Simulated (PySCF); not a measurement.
PySCF 2.14.0, HF/def2-svp: CN[Si@H](F)[SiH3], 13 atoms. The geometry is a generated start, not checked to be a minimum at this level.

```json
{
  "task": "energy and gradient",
  "basis": "def2-svp",
  "two_electron_scheme": "exact four-centre integrals",
  "mf.init_guess": "minao (default)",
  "mf.DIIS": "CDIIS (default)",
  "mf.diis_space": "8 (default)",
  "basis functions (reference run)": "118"
}
```

```xyz
13

C      2.1029    -0.7599     0.5825
N      0.8312    -0.0517     0.6140
Si    -0.2756    -0.0459    -0.6923
F      0.3870     0.9232    -1.7849
Si    -2.4031     0.6914    -0.1246
H      2.6114    -0.6420     1.5450
H      1.9601    -1.8336     0.4183
H      2.7648    -0.3670    -0.1971
H      1.0193     0.9217     0.8464
H     -0.3156    -1.4250    -1.2364
H     -2.3504     2.0634     0.4570
H     -3.2991     0.7292    -1.3149
H     -3.0328    -0.2039     0.8870
```
Charge 0, spin multiplicity 1.

The reference run uses exact four-centre integrals. Each setting ran once; only counts and results are compared.

Settings tried, all else as in the reference:
- mol.max_memory = 200 MB, mf.direct_scf_tol = 1e-06, mf.conv_tol = 1e-06 Hartree
- mol.max_memory = 200 MB, mf.direct_scf_tol = 1e-08, mf.conv_tol = 1e-06 Hartree
- mol.max_memory = 200 MB, mf.direct_scf_tol = 1e-08
- mol.max_memory = 200 MB, mf.direct_scf_tol = 1e-10
- mol.max_memory = 200 MB, mf.direct_scf_tol = 1e-07, mf.conv_tol = 1e-06 Hartree

Task: Which settings reproduce the reference to 1.0 meV/atom in energy, 10 meV/Å in forces (largest component)?

Result: Within it: mol.max_memory = 200 MB, mf.direct_scf_tol = 1e-10; mol.max_memory = 200 MB, mf.direct_scf_tol = 1e-08; mol.max_memory = 200 MB, mf.direct_scf_tol = 1e-07, mf.conv_tol = 1e-06 Hartree; mol.max_memory = 200 MB, mf.direct_scf_tol = 1e-08, mf.conv_tol = 1e-06 Hartree. Outside: mol.max_memory = 200 MB, mf.direct_scf_tol = 1e-06, mf.conv_tol = 1e-06 Hartree.

| setting | energy against the reference | difference in forces (largest component) |
|---|---|---|
| mol.max_memory = 200 MB, mf.direct_scf_tol = 1e-10 | under 0.001 meV/atom | under 0.001 meV/Å |
| mol.max_memory = 200 MB, mf.direct_scf_tol = 1e-08 | +0.0019 meV/atom | 0.0066 meV/Å |
| mol.max_memory = 200 MB, mf.direct_scf_tol = 1e-07, mf.conv_tol = 1e-06 Hartree | −0.047 meV/atom | 0.094 meV/Å |
| mol.max_memory = 200 MB, mf.direct_scf_tol = 1e-08, mf.conv_tol = 1e-06 Hartree | under 0.001 meV/atom | 1.1 meV/Å |
| mol.max_memory = 200 MB, mf.direct_scf_tol = 1e-06, mf.conv_tol = 1e-06 Hartree | −1.4 meV/atom | 1.4 meV/Å |

Total energies are compared; such shifts often cancel in part in energy differences. The small max_memory forces a direct SCF, where direct_scf_tol acts; the reference holds its integrals in memory. Also tried and not ranked: mol.max_memory = 200 MB, mf.direct_scf_tol = 1e-09 (ended without SCF convergence in 50 cycles); mol.max_memory = 200 MB, mf.direct_scf_tol = 1e-11 (same energy as a listed run); mol.max_memory = 200 MB, mf.direct_scf_tol = 1e-12 (same energy as a listed run); mol.max_memory = 200 MB (same energy as a listed run). The tolerance is a choice made for this comparison.
